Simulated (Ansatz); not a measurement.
Ge (Fd-3m, No. 227, 34 atoms in the cell; start mp-1198022) was calculated with r²SCAN+rVV10 in Ansatz (plane waves, PAW).

Settings: plane-wave cutoff 560 eV, 4×4×4 k mesh, Fermi–Dirac smearing 0.01 eV, scalar-relativistic PAW data made under PBE.

Cell (relaxed at this level):

```yaml
crystal:
  lattice:
    - [0.00000, 7.60080, 7.60080]
    - [7.60080, 0.00000, 7.60080]
    - [7.60080, 7.60080, 0.00000]
  atoms:
    - { symbol: Ge, position: [0.50000, 0.50000, 0.50000] }
    - { symbol: Ge, position: [0.75000, 0.75000, 0.75000] }
    - { symbol: Ge, position: [0.47409, 0.84197, 0.84197] }
    - { symbol: Ge, position: [0.40803, 0.40803, 0.77591] }
    - { symbol: Ge, position: [0.84197, 0.47409, 0.84197] }
    - { symbol: Ge, position: [0.40803, 0.40803, 0.40803] }
    - { symbol: Ge, position: [0.84197, 0.84197, 0.84197] }
    - { symbol: Ge, position: [0.40803, 0.77591, 0.40803] }
    - { symbol: Ge, position: [0.84197, 0.84197, 0.47409] }
    - { symbol: Ge, position: [0.77591, 0.40803, 0.40803] }
    - { symbol: Ge, position: [0.38944, 0.99546, 0.99546] }
    - { symbol: Ge, position: [0.63036, 0.25454, 0.86056] }
    - { symbol: Ge, position: [0.99546, 0.38944, 0.61964] }
    - { symbol: Ge, position: [0.25454, 0.63036, 0.25454] }
    - { symbol: Ge, position: [0.61964, 0.99546, 0.99546] }
    - { symbol: Ge, position: [0.25454, 0.86056, 0.25454] }
    - { symbol: Ge, position: [0.99546, 0.61964, 0.38944] }
    - { symbol: Ge, position: [0.86056, 0.25454, 0.63036] }
    - { symbol: Ge, position: [0.99546, 0.38944, 0.99546] }
    - { symbol: Ge, position: [0.86056, 0.63036, 0.25454] }
    - { symbol: Ge, position: [0.61964, 0.99546, 0.38944] }
    - { symbol: Ge, position: [0.25454, 0.25454, 0.63036] }
    - { symbol: Ge, position: [0.99546, 0.61964, 0.99546] }
    - { symbol: Ge, position: [0.25454, 0.25454, 0.86056] }
    - { symbol: Ge, position: [0.38944, 0.99546, 0.61964] }
    - { symbol: Ge, position: [0.63036, 0.86056, 0.25454] }
    - { symbol: Ge, position: [0.99546, 0.99546, 0.38944] }
    - { symbol: Ge, position: [0.25454, 0.86056, 0.63036] }
    - { symbol: Ge, position: [0.38944, 0.61964, 0.99546] }
    - { symbol: Ge, position: [0.63036, 0.25454, 0.25454] }
    - { symbol: Ge, position: [0.99546, 0.99546, 0.61964] }
    - { symbol: Ge, position: [0.86056, 0.25454, 0.25454] }
    - { symbol: Ge, position: [0.61964, 0.38944, 0.99546] }
    - { symbol: Ge, position: [0.25454, 0.63036, 0.86056] }
```

Task: What does this level give for the band gap and Γ–Γ gap?

Result: 
- band gap: 1.05 eV (direct)
- Γ–Γ gap: 1.60 eV

Spin–orbit coupling is not included.

A start named mp-… is a Materials Project structure, which need not be a measured phase.

Ansatz is a first-principles code.
